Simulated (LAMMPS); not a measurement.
Surface tension of liquid CuAu over temperature.

Level of theory: classical MD, pair style eam, the elements' _u3.eam files (universal-3 set of Foiles, Baskes and Daw), run in LAMMPS.

```csv
T (K),surface tension,excess energy
1200,0.69 ± 0.02 N/m,0.84 J/m²
1380,0.70 ± 0.02 N/m,0.85 J/m²
1620,0.66 ± 0.02 N/m,0.85 J/m²
```

Uncertainties are statistical and leave out the potential's own error.
